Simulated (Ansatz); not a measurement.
Given:

End structure of a constructed model of the (0001) surface of hcp Co, ferromagnetic, (√3x√3)R30° layer of Cl, one a cell, in the other hollow (bottom of the slab: a bare face, its two planes held):

```xyz
19
Lattice="3.7394 2.1589 0.0000 -3.7394 2.1589 0.0000 0.0000 0.0000 28.5000" Properties=species:S:1:pos:R:3 pbc="T T T"
Co     1.2465     0.7196     8.2490
Co     0.0000     2.8786     8.2490
Co    -1.2465     0.7196     8.2490
Co     0.0000     1.4393    10.2653
Co     2.4929     1.4393    10.2653
Co    -2.4929     1.4393    10.2653
Co     1.2463     0.7197    12.3046
Co     0.0001     2.8787    12.3046
Co    -1.2465     0.7195    12.3046
Co    -0.0006     1.4396    14.3046
Co     2.4929     1.4386    14.3046
Co    -2.4924     1.4396    14.3046
Co     1.2440     0.7211    16.3470
Co     0.0024     2.8800    16.3470
Co    -1.2465     0.7168    16.3470
Co    -0.0036     1.4414    18.3099
Co     2.4929     1.4351    18.3099
Co    -2.4893     1.4414    18.3099
Cl    -1.2465     2.1589    20.1628
```

Slab: 19 atoms, 12.0 Å thick at the start; k 10x10x1, smearing 0.1 eV, dipole-corrected; 6 atoms held, the rest relaxed; held to the start's symmetry, so lower structures may exist; spin-polarised, ending with about 29.9 μB a cell; orders that need a larger cell were not tried, no spin-orbit, no U. In PBE it is, or lies within 0.01 eV a 1x1 cell of, the lowest of the 2 structures of its composition computed so far; larger cells were not tried.

**Question.** Predict the work function of the top face from PBE (Ansatz, a quantum-chemistry and plane-wave program).

**Answer.** 5.07 eV
